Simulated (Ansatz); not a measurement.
The starting structures come from a database of crystals and need not be the phases stable at ambient conditions.

The decay constant κ of evanescent states in the gap governs leakage through a thin film.

Here is the system:

```
CELL_PARAMETERS angstrom
      6.77134     0.00000     0.00000
     -3.38567     5.89485     0.00000
      0.00000     0.00000    11.85162
ATOMIC_POSITIONS crystal
  Sr 0.50000 0.00000 0.25000
  Sr 0.50000 0.00000 0.75000
  Ga 0.24014 0.48266 0.50000
  Ga 0.75986 0.51734 0.50000
  Ga 0.75748 0.51734 0.00000
  Ga 0.24252 0.48266 0.00000
  Te 0.18567 0.84280 0.00000
  Te 0.81433 0.15720 0.00000
  Te 0.34287 0.15720 0.50000
  Te 0.65713 0.84280 0.50000
  Te 0.00000 0.50000 0.67183
  Te 0.00000 0.50000 0.32817
  Te 0.50000 0.50000 0.82817
  Te 0.50000 0.50000 0.17183
```

Space group of this cell: Cccm. The cell is taken as given.

Transport runs along the normal of the first two printed cell vectors.

The gap is the functional's own, uncorrected, and κ follows it; spin-orbit coupling is left out. Mid-gap values are interpolated between the computed energies.

Estimate the band gap and the smallest decay constant κ at mid-gap that r2SCAN (Ansatz, a first-principles code) returns for this system.

Gap 0.77 eV on a 6×6×4 mesh; κ = 0.152 1/Å, at (0.000, 0.500) of the in-plane reciprocal vectors. At the zone centre, at the nearest computed energy, the slowest state has κ = 0.17 1/Å.
